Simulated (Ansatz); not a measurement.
Levels about the gap of amorphous Al45O72H9 (126 atoms in a cell of 1207 Å³, 3.27 g/cm³; zone centre alone, so wide bands show as single levels with stretches between that a denser mesh fills), at the geometry that PBE relaxed, where it gives 2.8 GPa on a denser mesh. The participation number counts the atoms over which a state spreads; weights are charges in smoothed Voronoi cells. The levels come from a single point, so bond lengths are those of that geometry. Method of the levels: PBE, scalar-relativistic without spin-orbit coupling (Ansatz, a first-principles code). Sampling: the zone centre alone; Fermi-Dirac width 0.02 eV; no spin polarisation. At PBE the levels at the filled edge of the gap are localised (band-tail or defect states), and the nearest spread-out levels lie 4.4 eV apart at the zone centre.

Preparation: random packing, a CHGNet melt and quench, and a DFT relaxation. O atoms were pushed apart under 1.9 Å during the dynamics, to hinder bonds among them. The hot cell started wider than the set density and was brought back towards it in steps. It is the lowest in DFT energy of 2 quenches. It is a model cell: composition and starting density were chosen by hand, and all elements were melted together. No dispersion term was used. Its density started from a set value of 3.27 and ended at 3.27 g/cm³. Cooling (nominally 190 K/ps over its main leg) ran many orders faster than in experiment, which tends to leave more defects and strain. Values belong to this one cell and scatter from quench to quench. The volume was held where the preparation left it and the shape relaxed, at a PBE pressure of 2.8 GPa. Stress components on the final sampling reach 2.8 GPa.

| E - E(highest filled), eV | filling | participation number | largest on | weight O | weight Al | weight H |
|---|---|---|---|---|---|---|
| -0.53 | filled | 13.9 | O, 3 neighbours | 0.94 | 0.05 | 0.01 |
| -0.46 | filled | 9.0 | O, 3 neighbours | 0.95 | 0.05 | 0.00 |
| -0.34 | filled | 6.2 | O, 3 neighbours | 0.95 | 0.04 | 0.01 |
| -0.32 | filled | 7.1 | O, 3 neighbours | 0.95 | 0.04 | 0.00 |
| -0.19 | filled | 6.3 | O, 3 neighbours | 0.94 | 0.04 | 0.01 |
| -0.08 | filled | 6.9 | O, 3 neighbours | 0.94 | 0.05 | 0.01 |
| 0.00 | filled | 6.4 | O, 3 neighbours | 0.94 | 0.05 | 0.01 |
| 3.74 | empty | 112.0 | Al, 5 neighbours | 0.55 | 0.38 | 0.07 |
| 5.63 | empty | 63.4 | Al, 5 neighbours | 0.55 | 0.36 | 0.09 |
| 5.74 | empty | 41.3 | Al, 5 neighbours | 0.58 | 0.37 | 0.06 |
| 5.76 | empty | 59.4 | Al, 5 neighbours | 0.56 | 0.35 | 0.09 |
| 5.83 | empty | 55.0 | Al, 4 neighbours | 0.59 | 0.37 | 0.04 |
| 5.95 | empty | 71.5 | O, 3 neighbours | 0.60 | 0.34 | 0.06 |
| 6.10 | empty | 81.1 | Al, 4 neighbours | 0.60 | 0.35 | 0.05 |

Most localised among these is the filled level at -0.34 eV, on a O atom, which has 3 neighbours (Al 1.77 Å, Al 1.92 Å, Al 2.03 Å).
